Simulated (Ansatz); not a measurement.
## Response to strain in hypothetical CsCl type LaP

Consider LaP in the CsCl type structure (space group Pm-3m, No. 221; a = 3.6493 Å; a hypothetical phase, not in the database extracts checked; relaxed with 0.1 eV smearing).

Strains are applied to the cell and any free atomic positions relax.

The values are results of r2SCAN/PAW in Ansatz (a quantum-chemistry and plane-wave program), no SOC, not measurements.

```csv
isotropic strain (%),pressure (GPa)
-3.52,10.3
0,0.0
1.42,?
2.59,-5.1
2.92,-5.7
```

Problem. Fit P = P₀ − Bδ + Cδ² with δ = (1 + ε)³ − 1 to the rows shown and predict the withheld row.

Solution. Least squares on the printed values gives P₀ = 0.0 GPa, B = 80.7 GPa, C = 198 GPa (largest residual 0.1 GPa); this predicts -3.1 GPa, and the run gives -3.0 GPa, in agreement.

Whether these cells are dynamically stable was not tested. All final runs are without spin polarisation.
